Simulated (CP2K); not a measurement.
Band structure of ZnS (P6_3mc, 4 atoms in the cell).

```
ZnS
1.0
    3.76203     0.00000     0.00000
   -1.88102     3.25802     0.00000
    0.00000     0.00000     6.16624
Zn S
2 2
Direct
  0.33333   0.66667   0.00014
  0.66667   0.33333   0.50014
  0.33333   0.66667   0.37486
  0.66667   0.33333   0.87486
```

Method: PBE, GPW, DZVP-MOLOPT-SR-GTH basis, GTH-PBE potentials (GTH_POTENTIALS) (CP2K 2026.2).

Settings: CUTOFF = 600 Ry; REL_CUTOFF = 50 Ry; SMEAR/METHOD = FERMI_DIRAC; ELECTRONIC_TEMPERATURE = 580.23 K; KPOINTS/SCHEME = MONKHORST-PACK 5 5 3; XC_FUNCTIONAL = PBE; Zn/BASIS_SET = DZVP-MOLOPT-SR-GTH-q12; Zn/POTENTIAL = GTH-PBE-q12; S/BASIS_SET = DZVP-MOLOPT-SR-GTH-q6; S/POTENTIAL = GTH-PBE-q6; METHOD = GPW; EPS_DEFAULT = 1e-10; EXTRAPOLATION = USE_GUESS; NGRIDS = 5.

The starting cell comes from a database of computed structures (which also holds hypothetical and non-ambient phases and stackings), without a prior relaxation at this level. Its lattice was rescaled by a random factor within 2.5 % of one. Values carry the incompleteness of an atom-centred basis.

### Question
Predict the gap along the standard path and the places of the band edges.

### Answer
The gap along the path is 2.36 eV, direct at Γ to within 0.01 eV.

Levels in eV from the top of the valence band on the SCF mesh, bands 15 to 19:
```csv
point,15,16,17,18,19
Γ,-0.96,-0.08,0.00,0.00,2.36
M,-3.49,-2.40,-1.82,-0.96,3.70
K,-4.12,-2.49,-2.49,-2.24,4.23
A,-0.51,-0.51,-0.51,-0.51,3.69
L,-1.74,-1.74,-1.74,-1.74,3.60
H,-3.26,-3.26,-1.45,-1.45,4.65
```

Higher empty bands are left out: an atom-centred basis made for the valence describes them poorly.
